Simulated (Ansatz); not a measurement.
Base system: SiC (space group P6_3mc, No. 186; a = 3.094 Å, c = 10.129 Å).

(Cell as relaxed with PBE.)

Levels (all Ansatz, a program for electronic structure, PAW): PBE (420 eV, without spin-orbit coupling); r2SCAN (500 eV, without spin-orbit coupling).

Each level relaxes its own structure.

```csv
base,PBE,r2SCAN
volume per atom,10.50 Å³,10.33 Å³
lattice parameter a,3.094 Å,3.078 Å
band gap,2.22 eV,2.60 eV
```

Perturbation: full substitution C → B, then cell and atoms are relaxed.

```csv
quantity,PBE,r2SCAN
shortest interatomic distance,1.991 Å,1.979 Å
c/a ratio,3.571,3.633
```

PBE's shortest interatomic distance lies 0.012 Å above r2SCAN's (0.6 %); PBE's c/a ratio lies 0.0614 below r2SCAN's. Neither level is exact; r2SCAN is the comparison here, not a measurement.

Stability against distortions was not tested. For SiB in this form, whether it has been made was not checked. The final runs are not spin-polarised.
